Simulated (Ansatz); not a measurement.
How far PBE and r2SCAN part for CdS, pressure 45 GPa

Base system: CdS in the wurtzite structure (space group P6_3mc, No. 186; a = 4.197 Å, c = 6.830 Å).

(Cell as relaxed with PBE.)

Levels (all Ansatz, a quantum-chemistry and plane-wave program, PAW, earlier PAW set): PBE (420 eV, scalar-relativistic without spin-orbit coupling); r2SCAN (500 eV, spin-orbit coupling left out).

Each level relaxes its own structure.

```
base                      PBE    r2SCAN
-------------------  --------  --------
volume per atom      26.04 Å³  25.41 Å³
lattice parameter a   4.197 Å   4.164 Å
band gap              1.11 eV   1.63 eV
```

Now apply this change: cell and atoms relaxed at a pressure of 45 GPa.

| quantity | PBE | r2SCAN |
|---|---|---|
| band gap | 0.20 eV | 0.74 eV |
| shift of the gap caused by the change | -0.91 eV | -0.89 eV |
| lattice parameter a | 3.354 Å | 3.367 Å |
| valence-band top at Γ (three highest levels, from the VBM) | 0.00, 0.00, -1.03 eV | 0.00, 0.00, -1.10 eV |
| electron mass | 0.098 mₑ along c, 0.070 mₑ across (at Γ) | 0.10 mₑ along c, 0.21 mₑ across (at Γ) |

PBE's band gap lies 0.54 eV below r2SCAN's; PBE's shift of the gap caused by the change lies 0.02 eV below r2SCAN's; PBE's lattice parameter a lies 0.013 Å below r2SCAN's (0.4 %). Neither level is exact; r2SCAN is the comparison here, not a measurement.

From pressure 45 GPa on, the axis ratios lie over 15 % from the base's, so the cell there is far from its starting form. Load acts through the strain it causes; cell and atoms are relaxed under it. Masses are band curvatures over ±0.01 Å⁻¹ around the edge. Whether these cells are dynamically stable was not tested. Measured, CdS leaves this structure (for rock salt) near 2.54 GPa (temperature not stated; as listed in Datta, Sujoy, Jana, Debnarayan, arXiv (2020)), on rising pressure, with hysteresis. A zero or small gap of CdS under pressure 45 GPa can be the functional's error rather than a property of the material.
